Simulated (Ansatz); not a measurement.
**A computed series for Ta2O5: pressure series**

Consider Ta2O5 (space group Pmmn, No. 59; a = 3.838 Å, b = 12.993 Å, c = 3.869 Å; a cell from a computed database, its experimental status unchecked).

Cell and atoms are relaxed at each pressure.

The values are results of PBEsol (Ansatz, a first-principles code, PAW, without spin-orbit coupling), not measurements.

| case | smallest direct gap | band gap | volume per atom |
|---|---|---|---|
| base | 2.85 eV | 2.27 eV | 13.78 Å³ |
| pressure −2 GPa | 2.89 eV | 2.29 eV | 13.91 Å³ |
| pressure −1 GPa | 2.87 eV | 2.28 eV | 13.85 Å³ |
| pressure 0.3 GPa | 2.85 eV | 2.27 eV | 13.76 Å³ |
| pressure 0.7 GPa | 2.84 eV | 2.27 eV | 13.74 Å³ |
| pressure 3 GPa | 2.80 eV | 2.24 eV | 13.60 Å³ |
| pressure 5 GPa | 2.76 eV | 2.22 eV | 13.48 Å³ |
| pressure 7.5 GPa | 2.75 eV | 2.22 eV | 13.35 Å³ |
| pressure 10 GPa | 2.75 eV | 2.24 eV | 13.23 Å³ |

Spin-orbit coupling, missing from the scalar runs, can matter with Ta. Load acts through the strain it causes; cell and atoms are relaxed under it. Stability against distortions was not tested. No other phases were tried under pressure.
